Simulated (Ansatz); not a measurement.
## BeTe under a change: isotropic strain +1.00 %

Consider BeTe in the zinc blende structure (space group F-43m, No. 216; a = 5.6568 Å).

The change: the cell is scaled by 1.0100 in all directions, atoms relaxed at fixed cell.

The values are results of r2SCAN, PAW, 500 eV (Ansatz, a quantum-chemistry and plane-wave program; no spin-orbit coupling), not measurements. Γ-centred 10×10×10 mesh, Fermi–Dirac width 0.05 eV.

* **Volume per atom**: 23.31 Å³ (base 22.63 Å³)
* **Space group**: F-43m (No. 216) (base F-43m (No. 216))
* **Shortest interatomic distance**: 2.474 Å (base 2.449 Å)
* **Energy relative to the base (free energy F)**: +3.6 meV/atom
* **Pressure**: -1.66 GPa (base 0.01 GPa)
* **Band gap**: 2.44 eV (base 2.37 eV)
* **Gap character**: indirect, Γ → X (base indirect, Γ → X)
* **Mean gap deformation potential ΔEg/Δln V**: +2.3 eV
* **Electron mass**: 2.3 mₑ along k, 0.26 mₑ across (at X) (base 2.1 mₑ along k, 0.25 mₑ across (at X))
* **Hole mass (degenerate bands, along [100])**: 0.20, 0.36, 0.36 mₑ (at Γ) (base 0.21, 0.35, 0.35 mₑ (at Γ))
* **Valley order (the lowest conduction-band minima on the path, energy above the VBM, named in the base's zone)**: X along ⟨100⟩ 2.44 eV; L along ⟨111⟩ 3.43 eV (base X along ⟨100⟩ 2.37 eV; L along ⟨111⟩ 3.51 eV)

Final structure:

```
CELL_PARAMETERS angstrom
      0.00000     2.85669     2.85669
      2.85669     0.00000     2.85669
      2.85669     2.85669     0.00000
ATOMIC_POSITIONS crystal
  Be 0.00000 0.00000 0.00000
  Te 0.25000 0.25000 0.25000
```

Cost of the whole job for the changed cell (relaxation, final SCF and bands): roughly 15 core-seconds.

With Te present, leaving out spin-orbit coupling can change the band edges. Masses are band curvatures over ±0.01 Å⁻¹ around the edge. Along k means along the line from Γ to the band edge. Stability against distortions was not tested.
